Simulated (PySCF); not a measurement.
PySCF 2.14.0, R2SCAN/def2-svp, df: Si(Cl)2(OMe)2 (CO[Si](Cl)(Cl)OC), 13 atoms. The geometry is a generated start, not checked to be a minimum at this level.

```
Property                                       Value
-------------------------------  -------------------
task                             energy and gradient
method                                        r2scan
basis                                       def2-svp
two-electron scheme                  density fitting
mol.max_memory                               7000 MB
mf.init_guess                        minao (default)
mf.DIIS                              CDIIS (default)
mf.diis_space                            8 (default)
mf.conv_tol                          1e-09 (default)
basis functions (reference run)                  140
grid points (reference run)                  1083080
```

```xyz
13

C     -2.2803     0.1884     0.5520
O     -0.8855     0.0064     0.4829
Si     0.0295    -0.6565    -0.6738
Cl    -0.3266    -2.6050    -0.9197
Cl    -0.2504     0.3542    -2.4021
O      1.5597    -0.6153    -0.1881
C      2.3563     0.4525     0.2653
H     -2.7853    -0.7770     0.5521
H     -2.6310     0.7784    -0.2965
H     -2.4914     0.7167     1.4803
H      1.9802     0.8200     1.2206
H      2.3586     1.2696    -0.4591
H      3.3663     0.0674     0.3860
```

Yardstick: the run with mf.grids.level = 8, mf.grids.prune = nwchem_prune (default), which is not proven converged either. Each setting ran once; only counts and results are compared.

Settings tried, all else as in the reference:
- mf.grids.level = 1
- mf.grids.level = 6
- mf.grids.level = 2
- mf.grids.level = 5
- mf.grids.level = 0
- mf.grids.level = 3 (default), mf.grids.prune = treutler_prune
- mf.grids.level = 3 (default), mf.grids.atom_grid = 35×110
- mf.grids.level = 4
- mf.grids.level = 3 (default), mf.grids.atom_grid = 99×590
- mf.grids.level = 3 (default), no pruning
- mf.grids.level = 3 (default), mf.grids.atom_grid = 50×194
- mf.grids.level = 3 (default)
- mf.grids.level = 3 (default), mf.grids.atom_grid = 75×302

Q: Which of these stay within 1.0 meV/atom in energy, 10 meV/Å in forces (largest component) of the reference run?

A: Within it: mf.grids.level = 6; mf.grids.level = 5. At the edge (between 0.75 and 1.33 times the tolerance): mf.grids.level = 4; mf.grids.level = 3 (default), mf.grids.atom_grid = 99×590. Outside: mf.grids.level = 3 (default), mf.grids.atom_grid = 75×302; mf.grids.level = 3 (default), mf.grids.prune = treutler_prune; mf.grids.level = 3 (default); mf.grids.level = 3 (default), no pruning; mf.grids.level = 2; mf.grids.level = 3 (default), mf.grids.atom_grid = 35×110; mf.grids.level = 1; mf.grids.level = 3 (default), mf.grids.atom_grid = 50×194; mf.grids.level = 0.

| setting | grid points | energy against the reference | difference in forces (largest component) |
|---|---|---|---|
| the reference | 1083080 | — | — |
| mf.grids.level = 6 | 646256 | −0.016 meV/atom | 5.0 meV/Å |
| mf.grids.level = 5 | 442800 | +0.031 meV/atom | 5.6 meV/Å |
| mf.grids.level = 4 | 294288 | +0.12 meV/atom | 9.6 meV/Å |
| mf.grids.level = 3 (default), mf.grids.atom_grid = 99×590 | 414032 | +0.068 meV/atom | 9.6 meV/Å |
| mf.grids.level = 3 (default), mf.grids.atom_grid = 75×302 | 186600 | +0.032 meV/atom | 16 meV/Å |
| mf.grids.level = 3 (default), mf.grids.prune = treutler_prune | 154320 | −0.20 meV/atom | 25 meV/Å |
| mf.grids.level = 3 (default) | 172192 | −0.19 meV/atom | 25 meV/Å |
| mf.grids.level = 3 (default), no pruning | 285360 | −0.19 meV/atom | 25 meV/Å |
| mf.grids.level = 2 | 112488 | −1.2 meV/atom | 59 meV/Å |
| mf.grids.level = 3 (default), mf.grids.atom_grid = 35×110 | 37312 | +6.2 meV/atom | 180 meV/Å |
| mf.grids.level = 1 | 54600 | +4.7 meV/atom | 190 meV/Å |
| mf.grids.level = 3 (default), mf.grids.atom_grid = 50×194 | 84968 | +4.6 meV/atom | 190 meV/Å |
| mf.grids.level = 0 | 12936 | +280 meV/atom | 960 meV/Å |

Total energies are compared; such shifts often cancel in part in energy differences. The gradients leave out the derivatives of the grid weights. The tolerance is a choice made for this comparison.
